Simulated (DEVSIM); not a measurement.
Device: Si n-i-p diode, at 400 K.

| layer (left to right) | material | thickness (μm) | Nd (cm⁻³) | Na (cm⁻³) | τn (s) | τp (s) |
|---|---|---|---|---|---|---|
| 1 | Si | 0.140 | 1.7e19 | - | 6.4e-5 | 6.4e-5 |
| 2 | Si | 0.180 | - | 5.2e13 | 6.4e-5 | 6.4e-5 |
| 3 | Si | 1.30 | - | 5.4e18 | 6.4e-5 | 6.4e-5 |

Left contact: ohmic. Right contact: ohmic. Voltage is applied to the left contact. Recombination: SRH at mid-gap. Mobility is μmin + (μ − μmin)/(1 + (N/Nref)^α).

The device is made up for the run: typed textbook-type constants, with dimensions and the other settings drawn at random. Values at 300 K; Nc and Nv go as T^1.5, mobilities as T to minus their exponent, the gap by Varshni's rule with the affinity fixed.

```
parameter               Si
----------------  --------
gap (eV)             1.124
affinity (eV)         4.05
permittivity          11.7
Nc (cm⁻³)          2.86e19
Nv (cm⁻³)           3.1e19
μn (cm²/Vs)           1417
μp (cm²/Vs)            470
μn,min                  52
μp,min                  45
Nref,n              9.7e16
Nref,p              2.2e17
αn                    0.68
αp                    0.72
T exponent of μn       2.3
T exponent of μp       2.2
Varshni α (eV/K)  0.000473
Varshni β (K)          636
```

DEVSIM, 1D drift-diffusion, Boltzmann statistics, complete ionisation; no tunnelling, impact ionisation, image-force lowering or self-heating.

Task: Tabulate band edges, carrier densities and field at zero bias.

Result: Energies count from the Fermi level of the right contact; mesh points crowd at the junctions.

```
x (μm)   Ec (eV)  Ev (eV)  n (cm⁻³)  p (cm⁻³)  field (V/cm)
-------  -------  -------  --------  --------  ------------
0.000      0.033   -1.064    1.7e19   1900000           ≈ 0
0.01817    0.033   -1.064    1.7e19   1900000           ≈ 0
0.04302    0.033   -1.064    1.7e19   1900000           ≈ 0
0.08077    0.033   -1.064    1.7e19   1900000           ≈ 0
0.1204     0.033   -1.064    1.7e19   1900000           ≈ 0
0.1380     0.043   -1.053    1.3e19   2600000         92000
0.1556     0.217   -0.879    8.1e16     4.0e8         52000
0.1952     0.394   -0.702    4.8e14    6.8e10         43000
0.2371     0.574   -0.522    2.5e12    1.3e13         43000
0.2788     0.754   -0.343    1.4e10    2.3e15         43000
0.3055     0.875   -0.221     4.1e8    7.8e16         52000
0.3266     1.020   -0.077   6200000    5.2e18          7900
0.3520     1.021   -0.075   6000000    5.4e18           ≈ 0
0.3977     1.021   -0.075   6000000    5.4e18           ≈ 0
0.5116     1.021   -0.075   6000000    5.4e18           ≈ 0
0.6854     1.021   -0.075   6000000    5.4e18           ≈ 0
0.9960     1.021   -0.075   6000000    5.4e18           ≈ 0
1.270      1.021   -0.075   6000000    5.4e18           ≈ 0
1.474      1.021   -0.075   6000000    5.4e18           ≈ 0
1.550      1.021   -0.075   6000000    5.4e18           ≈ 0
1.590      1.021   -0.075   6000000    5.4e18           ≈ 0
1.620      1.021   -0.075   6000000    5.4e18           ≈ 0
```
